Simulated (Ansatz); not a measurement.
Migration barriers of interstitials in covalent semiconductors: PBE bands (Ansatz, a program for electronic structure, plane waves to 420 eV, PAW, climbing-image NEB) beside the CHGNet universal potential on its own band (it has no charge state). Forward barriers of single hops from the lowest site run, static nuclei, no finite-size correction. The rows are a random draw from the bands that converged and passed our checks of state and shape. Saddle orders were checked for a part of the study's bands only and are not shown. Charge states are imposed.

| Defect | Route | Hop (Å), direction in the unit cell | End over start, densest mesh run (eV) | Cell and PBE mesh | CHGNet k-points | PBE (eV) |
|---|---|---|---|---|---|---|
| interstitial B in 3C silicon carbide, charge +3 | B moves farthest | 3.10 along (-0.50, -0.50, 0.00) | 0.00 | 64 sites, 2×2×2 shifted | none | 2.90 |
| interstitial Cu in diamond, charge +1 | Cu moves farthest | 1.55 along (-0.25, -0.25, 0.25) | 0.00 | 64 sites, 2×2×2 shifted | none | 0.45 |
| interstitial Na in 3C silicon carbide, charge +1 | Na moves farthest | 1.90 along (0.25, -0.25, 0.25) | 0.45 | 64 sites, 2×2×2 shifted | none | 1.89 |
| interstitial B in 2H silicon carbide, charge +3 | B moves farthest | 1.31 along (-0.40, -0.20, -0.15) | 0.47 | 72 sites, Γ | none | 0.93 |
| interstitial Na in 2H silicon carbide, charge +1 | Na moves farthest | 2.53 along (0.00, 0.00, 0.50) | 0.00 | 72 sites, Γ | none | 3.59 |
| interstitial Ca in silicon, charge +2 | Ca moves farthest | 2.35 along (-0.25, 0.25, -0.25) | 0.00 | 64 sites, 2×2×2 shifted | none | 1.56 |
| interstitial Si in 2H silicon carbide, charge +2 | Si moves farthest | 0.97 along (0.03, -0.03, -0.19) | 0.58 | 72 sites, Γ | none | 0.72 |
| interstitial Na in zinc-blende InP, charge +1 | Na moves farthest | 2.58 along (0.25, 0.25, -0.25) | 0.18 | 64 sites, one k-point at (0.250, 0.250, 0.250) | none | 0.83 |

Q: What does CHGNet give for each row, and how does it differ from PBE over these rows?

A: In the order of the rows: 1.50, 1.98, 1.48, 0.44, 2.78, 0.98, 0.41, 0.43 eV. Against PBE it lies higher in 1 of 8 rows and lower in 7 (differences over 0.07 eV). The mean difference is -0.36 eV (median -0.45) and the mean size 0.74 eV; the largest, +1.53 eV, is in row 2.
